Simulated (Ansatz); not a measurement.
**Short convergence ladders for TiSi (Pm, 8 atoms in the cell)**

```yaml
crystal:
  lattice:
    - [6.54479, 0.00000, 0.00000]
    - [0.00000, 3.64990, 0.00000]
    - [0.00000, 0.00000, 5.01845]
  atoms:
    - { symbol: Ti, position: [0.67568, 0.25000, 0.38174] }
    - { symbol: Ti, position: [0.32432, 0.75000, 0.62822] }
    - { symbol: Ti, position: [0.82432, 0.75000, 0.87178] }
    - { symbol: Ti, position: [0.17568, 0.25000, 0.12822] }
    - { symbol: Si, position: [0.54393, 0.25000, 0.85540] }
    - { symbol: Si, position: [0.45607, 0.75000, 0.14460] }
    - { symbol: Si, position: [0.95607, 0.75000, 0.35540] }
    - { symbol: Si, position: [0.04393, 0.25000, 0.64460] }
```

Base method: LDA (PW92), default PAW files made with PBE (plane waves; Ansatz, an electronic-structure program).

Base settings: basis.ecutwfc = 420 eV; kpoints.mp_grid.grid = 2 5 3; hamiltonian.xc = lda; hamiltonian.pseudopotentials = {kind: paw} (the program's default PAW files); scf.occupations.method = fermi_dirac; scf.occupations.width = 0.1 eV.

The count of work is k-points × plane waves × bands × iterations; it is no time. 

**The cutoff for other potential files**

Level: DFT, LDA (PW92), plane waves, harder PAW files (source: ansatz) made with PBE.

In this ladder: hamiltonian.pseudopotentials = {kind: paw, source: ansatz}.

The second cell is the first with its lattice scaled by 0.98.

The mesh stays at the base's, so the ladder's end is converged at best in this setting alone.

The first pressure column holds Ansatz's estimate of the finite-basis (Pulay) stress, which hides part of the cutoff error; the other is without it.

Only quantities that move along the ladder and can be compared are tabulated.

| basis.ecutwfc | free energy less the last step's (meV/atom) | energy of the compressed cell less the first (meV/atom) | pressure (GPa) | pressure without the Pulay estimate (GPa) | largest difference of a force vector from the last step's (eV/Å) | count of work / last |
|---|---|---|---|---|---|---|
| 335 eV | 1402.64 | -28.37 | -11.98 | -77.75 | 0.385 | 0.11 |
| 405 eV | 310.34 | -14.89 | -7.39 | -28.10 | 0.104 | 0.14 |
| 520 eV | 20.60 | -21.42 | -8.13 | -10.00 | 0.019 | 0.21 |
| 630 eV | 1.24 | -20.99 | -8.06 | -8.17 | 0.001 | 0.28 |
| 740 eV | 0.44 | -21.01 | -8.06 | -8.06 | 0.000 | 0.35 |
| 890 eV | 0.34 | -21.01 | -8.06 | -8.06 | 0.000 | 0.46 |
| 1110 eV | 0.17 | -21.01 | -8.06 | -8.06 | 0.000 | 0.64 |
| 1480 eV | 0.00 | -21.01 | -8.06 | -8.06 | 0.000 | 1.0 |

Coarsest basis.ecutwfc that holds the pressure within 0.1 GPa of the last step, with all finer ones: 520 eV, at 0.21 of the last step's count of work; the step before is off by 0.67 GPa.

Coarsest basis.ecutwfc that holds the energy of the compressed cell less the first within 2 meV/atom of the last step, with all finer ones: 520 eV, at 0.21 of the last step's count of work; the step before is off by 6.1 meV/atom.

Coarsest basis.ecutwfc that holds the forces within 0.005 eV/Å of the last step, with all finer ones: 630 eV, at 0.28 of the last step's count of work; the step before is off by 0.019 eV/Å.

The energy difference between the two cells stays within 1 meV/atom of the last step's from 520 eV on, the total only from 740 eV on: much of the error is common to both cells and cancels.

At the lowest cutoff the pressure without the Pulay estimate lies 69.7 GPa under the last step's, the usual sign of Pulay stress in an incomplete plane-wave basis.

**The relaxed cell against the cutoff**

On TiSi (Pnma, 8 atoms in the cell): atoms on their sites.

In this ladder: relax = cell and atoms.

The mesh stays at the base's, so the ladder's end is converged at best in this setting alone.

Only quantities that move along the ladder and can be compared are tabulated.

| basis.ecutwfc | relaxed volume (Å³/atom) | relaxation steps |
|---|---|---|
| 210 eV | 13.808 | 41 |
| 250 eV | 14.147 | 18 |
| 295 eV | 14.213 | 14 |
| 355 eV | 14.161 | 8 |
| 420 eV | 14.166 | 6 |
| 505 eV | 14.163 | 6 |
| 630 eV | 14.163 | 6 |
| 840 eV | 14.162 | 6 |

Coarsest basis.ecutwfc that holds the relaxed volume within 0.028 Å³/atom of the last step, with all finer ones: 355 eV; the step before is off by 0.051 Å³/atom.

At the lowest cutoff the cell relaxes to a volume 2.5 % smaller than at the highest. Ansatz relaxes on a stress corrected for the finite basis.

On the base run: the starting cell comes from a database of computed structures (which also holds hypothetical and non-ambient phases and stackings), without a prior relaxation at this level. Its lattice was rescaled by up to half a per cent. One atom was moved a little off its site on purpose. Spin polarisation is off. Without a gap this mesh is coarse (it stands for a supercell whose shortest vector is 13 Å).

Keys are those of Ansatz 0.2.
